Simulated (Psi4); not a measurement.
Psi4 1.11, HF/def2-svp: V(S)(F)(NH2)2 ([NH2][V]([NH2])([F])=[S]), 9 atoms. The geometry is a generated start, not checked to be a minimum at this level.

```yaml
task: energy
method: scf
basis: def2-svp
memory: 3 GB
maxiter: 100
keys_of_the_molecule_block: symmetry c1
scf_type: df (default)
diis_max_vecs: 10 (default)
e_convergence: 1e-06 (default)
d_convergence: 1e-06 (default)
basis_functions: 111
```

```xyz
9

V      0.4591     0.1747     0.3259
S      2.2078    -0.3712    -0.5477
F      0.7936     0.9661     1.7615
N     -0.3509     1.1648    -0.8716
H     -1.2787     1.5603    -0.7082
H      0.0092     1.4907    -1.7660
N     -0.4144    -1.3322     0.5345
H     -0.0342    -2.2725     0.4530
H     -1.3915    -1.3808     0.8186
```

Charge 0 and multiplicity 1 are set for this test and not shown to be the ground state.

With the defaults (damping_percentage = 0, diis = true, scf_initial_accelerator = adiis, diis_start = 1, guess = auto, which took SAD, soscf = false, level_shift = 0, level_shift_cutoff = 0.01) it converges in 15 SCF iterations. One run each on 2 threads, with these changes:
- guess = core
- level_shift = 0.5, level_shift_cutoff = 0.001
- guess = modhuckel
- soscf = true
- diis_start = 4
- guess = sadno
- guess = gwh
- damping_percentage = 60, diis = false, scf_initial_accelerator = none
- damping_percentage = 20

Problem. Name the settings that don't reach the solution of the defaults.

Solution. No convergence: damping_percentage = 20; damping_percentage = 60, diis = false, scf_initial_accelerator = none (the run ends without SCF convergence in 100 iterations). The rest reach the solution of the defaults.

```json
[
 {"setting": "soscf = true", "SCF iterations": "11", "JK calls": "47", "end": "same solution"},
 {"setting": "the defaults", "SCF iterations": "15", "JK calls": "16", "end": "same solution"},
 {"setting": "level_shift = 0.5, level_shift_cutoff = 0.001", "SCF iterations": "15", "JK calls": "16", "end": "same solution"},
 {"setting": "guess = sadno", "SCF iterations": "16", "JK calls": "16", "end": "same solution"},
 {"setting": "guess = modhuckel", "SCF iterations": "16", "JK calls": "45", "end": "same solution"},
 {"setting": "guess = gwh", "SCF iterations": "19", "JK calls": "19", "end": "same solution"},
 {"setting": "guess = core", "SCF iterations": "20", "JK calls": "20", "end": "same solution"},
 {"setting": "diis_start = 4", "SCF iterations": "22", "JK calls": "23", "end": "same solution"},
 {"setting": "damping_percentage = 20", "SCF iterations": "100", "JK calls": "101", "end": "no convergence"},
 {"setting": "damping_percentage = 60, diis = false, scf_initial_accelerator = none", "SCF iterations": "100", "JK calls": "101", "end": "no convergence"}
]
```

An SOSCF iteration holds several JK calls; a Hückel guess adds calls on atoms. 1 further run of the study ended by our limits or in an error and is left out.
